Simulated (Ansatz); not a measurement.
# Os: energy against strain

Os (hcp, P6_3/mmc, 14.281 Å³/atom at rest, c along z) under an equal strain ε in the (0001) plane with the normal axis free, as in a coherent film. PBE in Ansatz, a plane-wave DFT program (PAW, default set), 420 eV, 24×24×13 Γ-centred mesh, Fermi-Dirac smearing 0.10 eV; ions are relaxed within the symmetry of each cell.

Here s stands for strain and y for E less E0.

```
strain (%)  E less E0 (meV/atom)
----------  --------------------
-3.00                          ?
-1.50                      17.27
-1.00                       7.46
-0.50                       1.78
0.00                        0.00
0.50                        1.90
1.00                        7.27
1.50                       15.91
```

Fit y of the 7 rows that show it with a parabola. Least squares gives y = -0.004 - 0.3100·s + 7.3743·s². Residuals (row less fit): 0.217, -0.220, -0.215, 0.004, 0.215, 0.210, -0.213; standard error 0.263 (degrees of freedom: 4). Twice the quadratic coefficient over the volume, 2 × 7.3743 meV × 10⁴ × 0.1602 / 14.281 Å³, is twice the biaxial elastic modulus of this plane = 1655 ± 26 GPa.

Question: Predict the withheld y at s = -3.00 from the fit, and compare with the calculation.

Answer: y = -0.004 - 0.3100 × (-3.0) + 7.3743 × (-3.0)² = 67.295 meV/atom. The calculation gives 74.14 meV/atom, 6.845 meV/atom above the prediction (9.2 % of the range of y in the table). The row lies outside the fitted rows, so this is an extrapolation. From the scatter of the fitted rows alone, a prediction at this place has a standard error of 1.007 meV/atom, so the miss is 6.8 times that.

One order more, fitted to all 13 runs of the series, follows each within 0.08, so the miss is the next term of a smooth law. In a metal these values are sensitive to mesh and smearing; energies are taken to zero smearing, stresses follow the free energy. Rows are the converged runs of the series near zero and its far end; series whose fitted rows scatter by over a few per cent of the range, as at a crossing or softening among them, aren't shown in this form. Most that stay on the fit to the last digits aren't either.
